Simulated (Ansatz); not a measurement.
WRu₃ (model structure, started from the A15 type, Pm-3n, No. 223, 8 atoms in the cell)

Method: LDA (Ansatz, a program for electronic structure, plane waves, PAW).

Settings: plane-wave cutoff 520 eV, 12×12×12 k mesh, Fermi–Dirac smearing 0.05 eV, no spin polarisation, scalar-relativistic PAW data made under PBE.

Cell (relaxed at this level):

```yaml
crystal:
  lattice:
    - [4.82382, 0.00000, 0.00000]
    - [0.00000, 4.82382, 0.00000]
    - [0.00000, 0.00000, 4.82382]
  atoms:
    - { symbol: Ru, position: [0.25000, 0.00000, 0.50000] }
    - { symbol: Ru, position: [0.75000, 0.00000, 0.50000] }
    - { symbol: Ru, position: [0.00000, 0.50000, 0.25000] }
    - { symbol: Ru, position: [0.00000, 0.50000, 0.75000] }
    - { symbol: Ru, position: [0.50000, 0.25000, 0.00000] }
    - { symbol: Ru, position: [0.50000, 0.75000, 0.00000] }
    - { symbol: W, position: [0.00000, 0.00000, 0.00000] }
    - { symbol: W, position: [0.50000, 0.50000, 0.50000] }
```

- bulk modulus B0 = 337 GPa

Note: the run has no spin polarisation, so it can have missed a magnetic state; the bulk modulus is −V dP/dV from two relaxed cells at ±2 % in volume; the relaxation could raise the start's symmetry but not lower it, so the cell can be a saddle point.

Spin–orbit coupling is not included.

Computed values are for the static lattice.

A model structure was made by putting elements into a prototype or built by hand; it is no filed structure, need not be a known phase, and can be a saddle point held by its symmetry.
